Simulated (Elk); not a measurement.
Band structure of Pm3Ge (Pm-3m, 4 atoms in the cell).

```xyz
4
Lattice="4.7611 0.0000 0.0000 0.0000 4.7611 0.0000 0.0000 0.0000 4.7611" Properties=species:S:1:pos:R:3 pbc="T T T"
Pm     0.0000     2.3806     2.3806
Pm     2.3806     0.0000     2.3806
Pm     2.3806     2.3806     0.0000
Ge     0.0000     0.0000     0.0000
```
Moments meant for the start (each program seeds them in its own way; μB, in the order of the atoms Pm Pm Pm Ge): 4.0 4.0 4.0 0.0.

Method of the run: PBEsol, all-electron FP-LAPW, Elk's shipped species files, APW+lo basis with extra local orbitals (Elk 10.2.4).

Settings: xctype = 22; spinpol = true; rgkmax = 7.5; stype = 0; swidth = 0.00367493 Ha; ngridk = 7 7 7; reducebf = 0.5; gmaxvr = 14 1/bohr; nxlo = 2; lorbcnd = true; lmaxi = 3; nempty = 10 per atom; bfcmt = [[0.0, 0.0, -2.0], [0.0, 0.0, -2.0], [0.0, 0.0, -2.0], [0.0, 0.0, 0.0]].

The starting cell comes from a database of computed structures (which also holds hypothetical and non-ambient phases and stackings), without a prior relaxation at this level. Spin-orbit coupling is off. The magnetic order is the one reached from the typed start; others were not searched systematically. With U or open f shells several self-consistent states can exist. The f electrons are in the valence without U or exact exchange, which can misplace them near the Fermi level. Spin-orbit terms, which matter for f shells, are left out. Values depend on the basis (sphere radii, cutoffs, local orbitals), which need not be converged.

Levels in eV from the Fermi level, bands 19 to 26 of the first spin channel:
```csv
point,19,20,21,22,23,24,25,26
Γ,-2.15,-0.29,-0.28,0.23,0.23,0.23,0.24,0.24
X,-2.84,-0.92,-0.92,-0.52,0.73,1.43,1.91,2.15
M,-1.72,-1.72,-1.61,1.11,1.11,1.12,1.99,2.16
R,-0.37,-0.37,-0.37,-0.27,-0.27,-0.27,2.21,2.39
```

Bands cross the Fermi level along this path, so the cell is metallic at this level.

The net moment of the cell came out as 15.76 μB.
